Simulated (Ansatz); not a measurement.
We consider ZnSnN2 (model structure, started from the alpha NaFeO2 type, R-3m, No. 166, 4 atoms in the cell), described by LDA in Ansatz (PAW).

Settings: plane-wave cutoff 520 eV, 12×12×12 k mesh, Fermi–Dirac smearing 0.01 eV, scalar-relativistic PAW data made under PBE.

Cell (relaxed at this level):

Space group R-3m, hexagonal axes (No. 166); a = 3.137 Å, b = 3.137 Å, c = 15.241 Å, α = 90.00°, β = 90.00°, γ = 120.00°

```json
[
 {"atom": "Sn", "site": "3a", "symmetry": "-3m", "x": "0.0000", "y": "0.0000", "z": "0.0000"},
 {"atom": "Zn", "site": "3b", "symmetry": "-3m", "x": "0.0000", "y": "0.0000", "z": "0.5000"},
 {"atom": "N", "site": "6c", "symmetry": "3m", "x": "0.0000", "y": "0.0000", "z": "0.2524"}
]
```
(The calculation used a cell of 4 atoms; values per cell refer to that cell.)

### Question
Give the computed band gap, direct gap at Γ and bulk modulus.

### Answer

* **band gap**: 0.69 eV (on the SCF k mesh)
* **direct gap at Γ**: 1.17 eV
* **bulk modulus**: 197 GPa

Note: the bulk modulus is −V dP/dV from two relaxed cells at ±2 % in volume; the relaxation could raise the start's symmetry but not lower it, so the cell can be a saddle point.

Spin–orbit coupling is not included.

Computed values are for the static lattice.

It cost roughly 120 core-seconds of CPU time.

A model structure was made by putting elements into a prototype or built by hand; it is no filed structure, need not be a known phase, and can be a saddle point held by its symmetry.

Ansatz is a first-principles code.
